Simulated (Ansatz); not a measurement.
Reference: ZnS (F-43m), r2SCAN with spin-orbit coupling, rigid bands (plane waves, PAW; Ansatz, an electronic-structure program); axes and stresses refer to this cell.

```
ZnS
1.0
    0.00000     2.69516     2.69516
    2.69516     0.00000     2.69516
    2.69516     2.69516     0.00000
Zn S
1 1
Direct
  0.00000   0.00000   0.00000
  0.25000   0.25000   0.25000
```

The Seebeck coefficient, p-type 1e19 cm⁻³ is 387 μV/K, the band gap is 2.68 eV and the hole conductivity mass is 0.87 mₑ.

**Question.** Change: biaxial stress xx = yy = -2 GPa (compression positive). What happens to Seebeck coefficient, p-type 1e19 cm⁻³, band gap, hole conductivity mass?

**Answer.** Seebeck coefficient, p-type 1e19 cm⁻³ decreases to 282 μV/K; band gap shrinks to 2.50 eV; hole conductivity mass falls to 0.67 mₑ.

**Question.** Change: biaxial stress xx = yy = 2 GPa (compression positive). What happens to Seebeck coefficient, p-type 1e19 cm⁻³, band gap, hole conductivity mass?

**Answer.** Seebeck coefficient, p-type 1e19 cm⁻³ decreases to 341 μV/K; band gap moves little, to 2.70 eV; hole conductivity mass decreases to 0.69 mₑ.

Masses are for dilute carriers at 300 K, harmonic means over directions unless an axis is named. Seebeck coefficients are for the stated density at 300 K, with one relaxation time for all states and whether or not that doping can be reached. Stresses and pressures are the targets of the relaxation.  The structure type is held under load, also where the real crystal would transform.
